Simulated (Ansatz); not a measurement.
# HfN in the rock salt structure (space group Fm-3m, No. 225)

HfN is taken in the cubic space group Fm-3m (No. 225), the rock salt structure, Pearson symbol cF8. Lattice parameters: a = 4.5255 Å, b = 4.5255 Å, c = 4.5255 Å, α = 90.00°, β = 90.00°, γ = 90.00°. N on 4a is coordinated by 6 Hf at 2.263 Å (octahedral). Hf on 4b is surrounded by 6 N at 2.263 Å (octahedral). (Neighbours: up to the widest gap in distance over summed covalent radii, below 1.35, at either atom; cation-cation and far metal-metal contacts left out.)
(The calculation used a cell of 2 atoms; values per cell refer to that cell.)

Method: Kohn–Sham DFT with the r2SCAN functional, run in Ansatz (a first-principles code) with PAW and 500 eV plane waves, no spin-orbit coupling. k-mesh 18×18×18 (Γ-centred); smearing 0.05 eV (Fermi–Dirac).

The volume per atom is 11.59 Å³ and the density is 13.80 g/cm³. The band gap is zero and the total energy is -8060.816 eV/atom (σ→0; compares only within this code and set-up).

Whether these cells are dynamically stable was not tested. All final runs are without spin polarisation. An odd electron count without spin: HfN.
